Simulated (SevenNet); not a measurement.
# CsCl-type CuZn

The numbers are results of the machine-learned potential SevenNet-0 (trained on PBE and PBE+U data), not measurements.

Cell (relaxed at this level):

```xyz
2
Lattice="2.9607 0.0000 0.0000 0.0000 2.9607 0.0000 0.0000 0.0000 2.9607" Properties=species:S:1:pos:R:3 pbc="T T T"
Zn     1.4804     1.4804     1.4804
Cu     0.0000     0.0000     0.0000
```

| Item | Result |
|---|---|
| lattice parameter a | 2.961 Å |
| volume per atom | 12.98 Å³/atom |

Measured, for comparison: lattice constant a 2.958 Å, equilibrium volume per atom 12.93 Å³/atom (temperature not stated, no zero-point or thermal correction; as tabulated in First-Principles Study on the Electrical and Thermal Conductivities of Cu–Zn …). Computed (rounded) less measured: lattice constant a +0.1 %, equilibrium volume per atom +0.4 %.

A machine-learned potential is trained on density-functional data: it inherits that level's misses and adds fitting errors of its own.

Note: the model gives imaginary modes for this phase (in the spectrum interpolated from a supercell).
